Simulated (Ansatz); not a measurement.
The cell is built on a prototype and need not be the phase stable at ambient conditions.

By PBEsol, the system below comes out a metal.

Without scattering a metal conducts by its projected Fermi surface.

Consider the following.

```xyz
6
Lattice="4.8999 0.0000 0.0000 0.0000 6.3548 0.0000 2.4500 0.0000 2.4500" Properties=species:S:1:pos:R:3 pbc="T T T"
W      0.0000     0.0000     0.0000
W      2.4500     0.0000     0.0000
W      3.6750     2.2923     1.2250
W      1.2250     4.0626     1.2250
B      3.6750     4.5885     1.2250
B      1.2250     1.7663     1.2250
```

Space group of this cell: P4/nmm. The cell was relaxed by PBE-D3(BJ); by PBEsol its mean pressure is -0.9 GPa.

The current flows along the normal of the first two printed cell vectors. No spin-orbit coupling; the value is a mean over 0.1 eV about the Fermi level.

Problem. Estimate the ballistic conductance per area that PBEsol in Ansatz (an electronic-structure program) returns for this system.

Solution. 0.87 × 10¹⁵ S/m² for both spins.
